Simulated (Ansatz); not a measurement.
Base system: BAs in the zinc blende structure (space group F-43m, No. 216).

```
BAs
1.0
    0.00000     2.36609     2.36609
    2.36609     0.00000     2.36609
    2.36609     2.36609     0.00000
B As
1 1
Direct
  0.00000   0.00000   0.00000
  0.25000   0.25000   0.25000
```

Cartesian axes are those of the cell as printed.

Computed with LDA (Ansatz, a program for electronic structure, PAW, without spin-orbit coupling).

Strains are applied to the cell and any free atomic positions relax.

One change was made to it. Results:

```tsv
quantity	base	after
band gap	1.11 eV	0.75 eV
valence-band top at Γ (three highest levels, from the VBM)	0.00, 0.00, 0.00 eV	0.00, -0.20, -0.35 eV
energy relative to the base (free energy F)	0 meV/atom	+10 meV/atom
shortest interatomic distance	2.049 Å	2.032 Å
```

Problem. What was done to the base?
(A) tensor shear ε_xy = +2.00 %
(B) tensor shear ε_xy = +1.14 %
(C) tensor shear ε_xy = +1.43 %

Solution. A, tensor shear ε_xy = +2.00 %. For comparison, the band gap in the other runs: tensor shear ε_xy = +1.43 % gives 0.89 eV; tensor shear ε_xy = +1.14 % gives 0.95 eV.

No phonon test of stability was made.
